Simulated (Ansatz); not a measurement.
Cost and result by functional for the adsorption energy of OH on the 1x1 (10-10) surface of wurtzite CdS (cut with top plane Cd + S), one in a 2x1 cell, started at the site 'over Cd at depth 1.2 Å', in Ansatz (plane waves, PAW). Single points on the PBE structure, on one kind of machine; costs are rough ratios of the slab run's core time (references not counted) to the cheapest single point. r2SCAN's cost holds its higher cutoff (500 against 420 eV). Differences are taken against r2SCAN for comparison alone: no measured value is at hand, so the table doesn't rank accuracy. The points keep PBE's geometry, so the relaxation of a polaron and the settling of charge on one site are left out.

Host crystal: wurtzite CdS, with a band gap (PBE, scalar-relativistic without spin-orbit coupling).

Model: 26-atom slab, 8.9 Å thick at the start under the adsorbate (thin: gaps and levels are the slab's own), 3x3x1 mesh, Fermi-Dirac 0.01 eV, dipole correction, 12 atoms held, the rest relaxed; no symmetry held; spin-polarised, ending with about 1.0 μB a cell; orders that need a larger cell were not tried, no spin-orbit, no U, no dispersion correction. At the end it is bonded to Cd. In PBE it is, or lies within 0.03 eV of, the lowest of the starts that converged. These notes are the PBE run's. RPBE: The program's check for a lower electronic state was not made. r2SCAN: The program's check for a lower electronic state was not made. Adsorption energies are against H2O(g) − ½ H2(g). A negative adsorption energy means that the adsorbate is more stable on the surface than in its reference.

```tsv
functional	relative cost	adsorption energy (eV)	less r2SCAN (eV)
RPBE	1	1.97	0.08
r2SCAN	1	1.88	0.00
PBE (the relaxed run's value)	–	1.91	0.03
```

The values span 0.08 eV, while the single points' costs differ by a factor of roughly 1. Differences are of unrounded values.

Ansatz is a first-principles code.
